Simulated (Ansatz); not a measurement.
Ansatz (a first-principles code) run on HfTeSe (P3m1, 3 atoms in the cell): relaxation of the atoms.

Method of the run: LDA (PW92), default PAW files made with PBE (plane waves; Ansatz).

The change in words: one atom moved by 0.15 angstrom; relax: default → atoms; relax.f_tol: default → 0.2 eV/Å. Reference geometry:
```
HfTeSe
1.0
    3.86459     0.00000     0.00000
   -1.93230     3.34683     0.00000
    0.00000     0.00000     6.73573
Hf Te Se
1 1 1
Cartesian
  0.00000   0.00000   6.61294
  1.93230   1.11561   1.68878
  0.00000   2.23122   5.16981
```

Reference input (self-consistent single point, DFT, LDA (PW92), plane waves, default PAW files made with PBE): basis.ecutwfc = 30.9 Ry; kpoints.mp_grid.grid = 10 10 5; hamiltonian.xc = lda; hamiltonian.pseudopotentials = {kind: paw} (the program's default PAW files); scf.occupations.method = fermi_dirac; scf.occupations.width = 0.0073 Ry. This run's input differs from it in these lines:

```diff
@@ -6,3 +6,3 @@
   atoms:
-    - { symbol: Hf, position: [0.000000, 0.000000, 0.981770] }
+    - { symbol: Hf, position: [0.000000, 0.000000, 1.004039] }
     - { symbol: Te, position: [0.666667, 0.333333, 0.250720] }
@@ -18,2 +18,4 @@
   occupations: { method: fermi_dirac, width: 0.0073 Ry }
+relax:
+  f_tol: 0.2
 output:
```

Log, with long lists cut:

```
   [... SCF lines of the steps left out ...]
relax step   1: F+E_penalty+E_count = -27690.25861146 eV  Δ(F+E_penalty+E_count) = +0.000e0 eV  max|allowed force component| = 1.994e0 eV/Å  Δτ_max = 0.0000 Å  (6 SCF iters, dr2 threshold 1.00e-4 eV, accepted)
relax step   2: F+E_penalty+E_count = -27690.30378773 eV  Δ(F+E_penalty+E_count) = -4.518e-2 eV  max|allowed force component| = 1.685e0 eV/Å  Δτ_max = 0.1950 Å  (6 SCF iters, dr2 threshold 1.00e-4 eV, accepted)
relax step   3: F+E_penalty+E_count = -27690.42058373 eV  Δ(F+E_penalty+E_count) = -1.168e-1 eV  max|allowed force component| = 1.242e-1 eV/Å  Δτ_max = 0.0810 Å  (6 SCF iters, dr2 threshold 1.00e-4 eV, accepted)
relax step   4: F+E_penalty+E_count = -27690.42058415 eV  Δ(F+E_penalty+E_count) = -4.204e-7 eV  max|allowed force component| = 1.240e-1 eV/Å  Δτ_max = 0.0000 Å  (3 SCF iters, accepted)
the relaxation is at rest under the 6 symmetry operations that the run kept from its start: a minimum is not shown …
Stability not checked: this state was not tested for a lower state beside it, because too few of the mixer's solves of this state at the end of the SCF gave a …
Free energy (F): -27690.420584 eV
Internal energy: -27690.403894 eV  (E = F + TS)
E sigma→0 (E₀):  -27690.412239 eV
Entropy (-TS):   -0.016691 eV (-5.564 meV/atom)
Fermi energy:    10.127921 eV
--- Forces (eV/Å), atoms counted from 1 ---
  atom   1  Hf     0.00000000    -0.00000000     0.12394174
   [... lines left out ...]
  F+E_penalty+E_count = -27690.42058415 eV   max|allowed force component| = 1.240e-1 eV/Å
  atoms:
    - { symbol: Hf, position: [-2.1826785209124253e-18, -6.777504139028817e-34, 0.9871194260457404] }
    - { symbol: Te, position: [0.6666666666666666, 0.3333333333333333, 0.2589900036142965] }
    - { symbol: Se, position: [0.3333333333333333, 0.6666666666666666, 0.7761695703399629] }
```

The run converged. 

Summary of the result:
- Free energy E − TS (on the zero of these files) = -27690.4206 eV
- Fermi level (on the code's own zero) = 10.13 eV
- Pressure = -2.83 GPa
- Largest force (vector length) = 0.124 eV/Å
- Relaxation steps = 4

The starting cell comes from a database of computed structures (which also holds hypothetical and non-ambient phases and stackings), without a prior relaxation at this level. Its lattice was rescaled by up to half a per cent. For this run, on top of that: one atom moved by 0.15 angstrom. The relaxation keeps the symmetry of its start, so its end need not be a minimum. Ansatz's pressure includes its estimate of the finite-basis (Pulay) stress.

Cost on one core of a shared machine: roughly 50 s.

Keys are those of Ansatz 0.2.
